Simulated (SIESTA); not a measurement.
SIESTA run on Cl (Cm, 4 atoms in the cell): relaxation of the atoms.

Method: GGA PBEsol, numerical atomic orbitals DZP, PseudoDojo PBEsol standard norm-conserving potentials (rewritten from UPF to PSML) (SIESTA).

The change in words: one atom moved by 0.15 angstrom; MD.TypeOfRun: default → CG; MD.Steps: default → 40; MD.MaxForceTol: default → 0.005 eV/Ang. Reference geometry:
```
Cl
1.0
    2.24672    -3.12936     0.00000
    2.24672     3.12936     0.00000
    0.00000     0.00000     8.28478
Cl
4
Direct
  0.87700   0.87700   0.89700
  0.62300   0.62300   0.39700
  0.37700   0.37700   0.60300
  0.12300   0.12300   0.10300
```

Reference input (self-consistent single point, DFT, GGA PBEsol, numerical atomic orbitals DZP, PseudoDojo PBEsol standard norm-conserving potentials (rewritten from UPF to PSML)): XC.functional = GGA; XC.authors = PBEsol; potentials = PseudoDojo PBEsol standard; PAO.BasisSize = DZP; PAO.EnergyShift = 0.005 Ry; MeshCutoff = 300 Ry; kgrid.MonkhorstPack = 7 7 3; OccupationFunction = FD; ElectronicTemperature = 116.05 K; MaxSCFIterations = 150; SCF.Mixer.Method = Pulay; SCF.Mixer.Weight = 0.25. This run's input differs from it in these lines:

```diff
@@ -17,3 +17,3 @@
 %block AtomicCoordinatesAndAtomicSpecies
-     3.940746880   -0.000000000    7.431447660  1
+     3.940746880   -0.000000000    7.581443602  1
      2.799413120   -0.000000000    3.289057660  1
@@ -42,2 +42,5 @@
 Diag.ParallelOverK           true
+MD.TypeOfRun                 CG
+MD.Steps                     40
+MD.MaxForceTol               0.005 eV/Ang
 WriteForces                  true
```

Output, abridged:

```
        iscf     Eharris(eV)        E_KS(eV)     FreeEng(eV)     dDmax    Ef(eV) dHmax(eV)
   scf:    1    -1772.650804    -1778.331702    -1778.331702  0.650809 -3.944320  1.533016
   scf:    2    -1778.759836    -1778.564421    -1778.564421  0.047498 -4.284033  0.885119
   scf:    3    -1778.732973    -1778.665505    -1778.665505  0.054066 -4.686887  0.165228
   scf:    4    -1778.687171    -1778.677363    -1778.677363  0.013692 -4.751256  0.048012
   scf:    5    -1778.678363    -1778.677891    -1778.677891  0.002775 -4.760196  0.025864
   scf:    6    -1778.678083    -1778.678000    -1778.678000  0.002861 -4.760963  0.002401
   scf:    7    -1778.678003    -1778.678002    -1778.678002  0.000377 -4.760738  0.000457
   scf:    8    -1778.678002    -1778.678002    -1778.678002  0.000065 -4.760806  0.000291
SCF Convergence by DM+H criterion
max |DM_out - DM_in|         :     0.0000653650
max |H_out - H_in|      (eV) :     0.0002907513
SCF cycle converged after 8 iterations

Using DM_out to compute the final energy and forces

siesta: E_KS(eV) =            -1778.6780

siesta: E_KS - E_eggbox =     -1778.6780

siesta: Atomic forces (eV/Ang):
     1   -1.684962   -0.000000   -2.620589
   [... lines left out ...]
outcell: Cell volume (Ang**3)        :    116.4972
        iscf     Eharris(eV)        E_KS(eV)     FreeEng(eV)     dDmax    Ef(eV) dHmax(eV)
   [... lines left out ...]

siesta: Program's energy decomposition (eV):
siesta: FreeEng =     -1778.895688

siesta: Atomic forces (eV/Ang):
siesta:      1    0.002391   -0.000000    0.005295
siesta:      2   -0.001316   -0.000000   -0.003020
siesta:      3   -0.000337    0.000000   -0.002339
siesta:      4   -0.000957   -0.000000    0.000711
siesta: ----------------------------------------
siesta:    Tot   -0.000219   -0.000000    0.000647

siesta: Stress tensor (static) (eV/Ang**3):
siesta:     0.018147   -0.000000    0.000022
siesta:     0.000000    0.010403    0.000000
siesta:     0.000024    0.000000    0.020825

siesta: Cell volume =        116.497191 Ang**3

siesta: Pressure (static):
siesta:                Solid            Molecule  Units
siesta:          -0.00017925         -0.00017990  Ry/Bohr**3
siesta:          -0.01645816         -0.01651777  eV/Ang**3
siesta:         -26.36888273        -26.46438086  kBar
```

The relaxation ended unconverged. 

The starting cell has typed, rounded lattice constants, without a prior relaxation at this level. Its lattice was rescaled by up to half a per cent. For this run, on top of that: one atom moved by 0.15 angstrom. Values carry the incompleteness of an atom-centred basis.

Cost on one core of a shared machine: roughly 4 min.
